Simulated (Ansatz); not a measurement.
A slab with vacuum along the third vector:

```
CELL_PARAMETERS angstrom
      5.02113     0.00000     0.00000
     -2.51056     4.34842     0.00000
      0.00000     0.00000    27.50000
ATOMIC_POSITIONS crystal
  Si 0.45964 0.41317 0.30009
  O  0.16755 0.43181 0.32454
  O  0.73177 0.57434 0.34305
  Si 0.00467 0.52938 0.36709
  O  0.26140 0.85166 0.39189
  O  0.85301 0.25963 0.40824
  Si 0.53045 0.00588 0.43319
  O  0.58870 0.74757 0.45871
  O  0.42093 0.16409 0.47435
  Si 0.48096 0.48096 0.50000
  O  0.16409 0.42093 0.52565
  O  0.74757 0.58870 0.54129
  Si 0.00588 0.53045 0.56681
  O  0.25963 0.85301 0.59176
  O  0.85166 0.26140 0.60811
  Si 0.52938 0.00467 0.63291
  O  0.57434 0.73177 0.65695
  O  0.43181 0.16755 0.67546
  Si 0.41317 0.45964 0.69991
```

Model: 19-atom slab, O12Si7, 11.0 Å thick at the start, 6x6x1 mesh, Fermi-Dirac 0.025 eV, dipole correction, single point; on the structure that PBE left under its start's symmetry; no spin, no spin-orbit, no U.

Question: Give the highest filled level below the top vacuum level at the level r2SCAN, at the PBE geometry (Ansatz, a quantum-chemistry and plane-wave program).

Answer: 6.78 eV

Question: Predict the gap of the slab on its k-mesh from r2SCAN, at the PBE geometry.

Answer: 3.71 eV
